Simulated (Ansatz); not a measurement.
Functionals compared on a constructed model of the (100) surface of fcc Cu, a pseudomorphic layer of Ru in the host's stacking (bottom of the slab: a bare face, its two planes held), in Ansatz (plane waves, PAW). The structure was relaxed with PBE; the other rows are single points on it. Cutoff 420 eV (500 eV for r2SCAN).

Slab: 7 atoms, 11.3 Å thick at the start; k 15x15x1, smearing 0.1 eV, dipole-corrected; 2 atoms held, the rest relaxed; held to the start's symmetry, so lower structures may exist; no spin, no spin-orbit, no U. It is one candidate, not shown to be the stable structure of the face. These notes are the PBE run's.

| functional | work function of the top face (eV) | rough cost of the single point |
|---|---|---|
| PBE | 5.21 | – |
| RPBE | 5.06 | around 70 core-seconds (rough) |
| r2SCAN | … | very roughly 90 core-seconds |

Task: Complete the blanks.

Result: 
- r2SCAN, work function of the top face (eV): 5.28

Ansatz is a first-principles code.
